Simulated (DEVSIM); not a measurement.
Device: Si p+/n-/n+ power diode, at 350 K.

```
layer (left to right)  material  thickness (μm)  Nd (cm⁻³)  Na (cm⁻³)  τn (s)  τp (s)
---------------------  --------  --------------  ---------  ---------  ------  ------
1                            Si           0.900          -       4e18  1.3e-5  1.3e-5
2                            Si            62.0     6.5e14          -  1.3e-5  1.3e-5
3                            Si            1.80     2.3e18          -  1.3e-5  1.3e-5
```

Left contact: ohmic. Right contact: ohmic. Voltage is applied to the left contact. Recombination: SRH at mid-gap, radiative. Mobility is constant in doping.

Constants are typed, rounded textbook-type inputs, not results; the design itself was drawn at random and stands for no fabricated device. Values at 300 K; Nc and Nv go as T^1.5, mobilities as T to minus their exponent, the gap by Varshni's rule with the affinity fixed.

| parameter | Si |
|---|---|
| gap (eV) | 1.124 |
| affinity (eV) | 4.05 |
| permittivity | 11.7 |
| Nc (cm⁻³) | 2.86e19 |
| Nv (cm⁻³) | 3.1e19 |
| μn (cm²/Vs) | 1417 |
| μp (cm²/Vs) | 470 |
| T exponent of μn | 2.3 |
| T exponent of μp | 2.2 |
| B (cm³/s) | 4.7e-15 |
| Varshni α (eV/K) | 0.000473 |
| Varshni β (K) | 636 |

Model (solved in DEVSIM): 1D drift-diffusion, Boltzmann statistics, complete ionisation; no tunnelling, impact ionisation, image-force lowering or self-heating.

Question: Tabulate band edges, carrier densities and field at 0.9 V on the left contact.

Answer: Energies count from the Fermi level of the right contact; mesh points crowd at the junctions.

```csv
x (μm),Ec (eV),Ev (eV),n (cm⁻³),p (cm⁻³),field (V/cm)
0.000,0.142,-0.969,36000,4.0e18,≈ 0
0.05548,0.142,-0.969,6.3e14,4.0e18,≈ 0
0.2321,0.142,-0.969,2.6e15,4.0e18,≈ 0
0.6485,0.142,-0.969,7.4e15,4.0e18,≈ 0
0.8663,0.142,-0.969,9.8e15,4.0e18,≈ 0
0.9093,0.066,-1.044,1.3e17,3.2e17,-21000
0.9846,0.052,-1.059,2.0e17,2.0e17,16
1.431,0.053,-1.058,2.0e17,2.0e17,17
2.764,0.055,-1.056,2.0e17,2.0e17,17
7.295,0.063,-1.048,2.0e17,2.0e17,17
22.70,0.089,-1.022,2.0e17,2.0e17,17
54.16,0.141,-0.970,2.1e17,2.1e17,16
60.35,0.151,-0.960,2.1e17,2.1e17,16
62.17,0.153,-0.957,2.1e17,2.1e17,16
62.78,0.154,-0.956,2.1e17,2.1e17,16
62.88,0.152,-0.959,2.3e17,1.9e17,-3900
62.92,0.083,-1.028,2.3e18,1.9e16,-160
63.02,0.083,-1.028,2.3e18,1.8e16,≈ 0
63.57,0.083,-1.028,2.3e18,1.2e16,≈ 0
64.34,0.083,-1.028,2.3e18,3.9e15,≈ 0
64.61,0.083,-1.028,2.3e18,1.0e15,≈ 0
64.70,0.083,-1.028,2.3e18,62000,≈ 0
```
